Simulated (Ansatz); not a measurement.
We consider GaN (model structure, P6₂22, No. 180, 6 atoms in the cell), described by PBEsol (Ansatz, a program for electronic structure, PAW).

Run with plane-wave cutoff 520 eV, 12×12×6 k mesh (along the axes of the cell as run), Fermi–Dirac smearing 0.01 eV, scalar-relativistic PAW data made under PBE.

Cell (relaxed at this level):

Space group P6₂22 (No. 180); a = b = 3.125 Å, c = 7.359 Å, α = β = 90.00°, γ = 120.00°

| atom | site | symmetry | x | y | z |
|---|---|---|---|---|---|
| Ga | 3d | 222 | 0.5000 | 0.0000 | 0.5000 |
| N | 3c | 222 | 0.5000 | 0.0000 | 0.0000 |

Problem. What does this level give for the band gap and smallest direct gap on the k points sampled?

Solution. 
- band gap = 1.47 eV (indirect)
- smallest direct gap on the k points sampled = 1.49 eV

Note: the relaxation could raise the start's symmetry but not lower it, so the cell can be a saddle point.

Spin–orbit coupling is not included.

Static lattice: no zero-point or thermal effects.

The result took around 27 core-seconds (rough).

A model structure was made by putting elements into a prototype or built by hand; it is no filed structure, need not be a known phase, and can be a saddle point held by its symmetry.
